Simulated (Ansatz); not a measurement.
The parent structure is MgO in the rock salt structure (space group Fm-3m, No. 225).

```yaml
crystal:
  lattice:
    - [0.00000, 2.10744, 2.10744]
    - [2.10744, 0.00000, 2.10744]
    - [2.10744, 2.10744, 0.00000]
  atoms:
    - { symbol: O, position: [0.00000, 0.00000, 0.00000] }
    - { symbol: Mg, position: [0.50000, 0.50000, 0.50000] }
```

All numbers come from Kohn–Sham DFT with the PBEsol functional, run in Ansatz (a first-principles code) with PAW and 420 eV plane waves, without spin-orbit coupling, earlier PAW set.

Before the change:

The smallest direct gap is 4.62 eV, the lattice parameter a comes out as 4.215 Å and the electron mass is 0.34 mₑ (at Γ).

It is then changed as follows: every Mg is replaced by Sr; the structure is relaxed again.

**Question.** What does the calculation give for the smallest direct gap after the change?

**Answer.** The smallest direct gap falls by 1.355 eV, from 4.62 eV to 3.27 eV.

**Question.** Predict the new lattice parameter a.

**Answer.** The lattice parameter a grows by 0.908 Å (4.215 Å → 5.123 Å).

**Question.** Predict the new electron mass.

**Answer.** The electron mass goes from 0.34 mₑ (at Γ) to 1.2 mₑ along k, 0.39 mₑ across (at X).

Effective masses come from finite differences of ±0.01 Å⁻¹. Along k means along the line from Γ to the band edge. No phonon test of stability was made.
